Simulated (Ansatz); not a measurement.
Pressure series in hypothetical Pm-3n BN

The reference is BN (space group Pm-3n, No. 223; a = 4.4402 Å; a hypothetical phase, not in the database extracts checked).

Cell and atoms are relaxed at each pressure.

All numbers come from PBE (Ansatz, an electronic-structure program, PAW, no SOC).

```tsv
pressure (GPa)	volume per atom (Å³/atom)
-2	7.346
-1	7.320
0	7.295
0.3	7.288
0.7	7.278
1.5	7.258
5	7.175
7.5	?
10	7.063
```

Q: Fit the third-order Birch–Murnaghan form P(V) = (3B₀/2)[(V₀/V)^(7/3) − (V₀/V)^(5/3)]·[1 + (3/4)(B₀′ − 4)((V₀/V)^(2/3) − 1)] (squares taken in P) to the rows shown and predict the withheld row.

A: Least squares on the printed values gives V₀ = 7.295 Å³/atom, B₀ = 292 GPa, B₀′ = 3.4; this predicts 7.118 Å³/atom, and the run gives 7.118 Å³/atom, in agreement.

Load acts through the strain it causes; cell and atoms are relaxed under it. Whether these cells are dynamically stable was not tested. No other phases were tried under pressure.
